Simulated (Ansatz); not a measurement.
Start from ZrO$_{2}$ in the fluorite structure (space group Fm-3m, No. 225; a = 5.089 Å).

The change: every Zr is replaced by Hf, then cell and atoms are relaxed.

Levels (all Ansatz, an electronic-structure program, PAW): r2SCAN (500 eV, scalar-relativistic without spin-orbit coupling); HSE06 (420 eV, no spin-orbit coupling).

The geometry is relaxed with r2SCAN.

| Quantity | Result |
|---|---|
| r2SCAN lowest conduction level above the VBM at special points | X 4.30 eV; Γ 4.42 eV; K 4.81 eV |

With HSE06 at the same geometry, the lowest conduction level above the VBM at special points goes from X 4.30 eV; Γ 4.42 eV; K 4.81 eV to X 5.41 eV; Γ 5.57 eV; K 5.98 eV.

Single points use the geometry relaxed with r2SCAN. HSE06 gaps are upper bounds (no full band path). The levels and masses belong to the bands next to the band gap. No phonon test of stability was made. This is not the structure that HfO2 has at room temperature and ambient pressure. This is not the structure that ZrO2 has at room temperature and ambient pressure.
